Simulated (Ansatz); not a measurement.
Response to strain in CdTe

The parent structure is CdTe in the zinc blende structure (space group F-43m, No. 216; a = 6.558 Å).

Strains are applied to the cell and any free atomic positions relax.

Calculations: r2SCAN in Ansatz (plane waves to 500 eV, PAW, no spin-orbit coupling).

```csv
isotropic strain (%),band gap (eV)
0,1.17
0.5,1.12
1,?
1.5,1.02
2,0.98
2.5,0.93
3,0.89
```

Q: Fit E_g = E₀ + Dε (ε in %) to the rows shown and predict the withheld row.

A: Least squares on the printed values gives E₀ = 1.17 eV, D = -93.8 meV per % of strain (largest residual 0.01 eV); this predicts 1.07 eV, and the run gives 1.07 eV, in agreement.

Spin-orbit coupling, missing from the scalar runs, can matter with Te. Gaps are read on the SCF mesh and a high-symmetry path. Whether these cells are dynamically stable was not tested.

Ansatz is an electronic-structure program.
